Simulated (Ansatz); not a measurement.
Functionals compared on a constructed model of the (111) surface of fcc Pt, a pseudomorphic layer of Mo in the host's stacking (bottom of the slab: a bare face, its two planes held), in Ansatz (plane waves, PAW). The structure was relaxed with PBE; the other rows are single points on it. Cutoff 420 eV (500 eV for r2SCAN).

Set-up: 7 atoms, 14.0 Å thick at the start; mesh 15x15x1; 0.1 eV smearing; dipole correction on; 2 atoms held, the rest relaxed; start symmetry kept, larger cells not searched; no spin, no spin-orbit, no U. It is one candidate, not shown to be the stable structure of the face. These notes are the PBE run's.

| functional | work function of the top face (eV) | rough cost of the single point |
|---|---|---|
| PBE | 5.15 | – |
| RPBE | 5.00 | around 40 core-seconds (rough) |
| r2SCAN | 5.23 | roughly 70 core-seconds |

Ansatz is a quantum-chemistry and plane-wave program.
